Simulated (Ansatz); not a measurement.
The reference is CsBr in the CsCl type structure (space group Pm-3m, No. 221; a = 4.242 Å).

Calculations: Ansatz (a quantum-chemistry and plane-wave program), PBEsol, PAW, cutoff 420 eV, no SOC.

One change was made to it. Results:

The lattice parameter a decreases by 1.0085 Å, from 4.242 Å to 3.234 Å; the width of the top valence band goes up by 5.79 eV (1.29 eV → 7.08 eV); the electron mass (degenerate bands, along [100]) comes out as 0.14, 1.1 mₑ (at Γ).

### Question
What was done to the base?
(A) pressure 3 GPa
(B) pressure 100 GPa
(C) pressure −2 GPa
(D) pressure 7 GPa
(E) pressure 15 GPa

### Answer
B, pressure 100 GPa. For comparison, the electron mass in the other runs: pressure −2 GPa gives 0.34 mₑ (at Γ); pressure 7 GPa gives 0.28, 1.2 mₑ (at Γ); pressure 3 GPa gives 0.30, 1.2 mₑ (at Γ); pressure 15 GPa gives 0.25, 1.2 mₑ (at Γ).

The levels and masses belong to the bands next to the band gap. Load acts through the strain it causes; cell and atoms are relaxed under it. Effective masses come from finite differences of ±0.01 Å⁻¹. Whether these cells are dynamically stable was not tested. No other phases were tried under pressure.
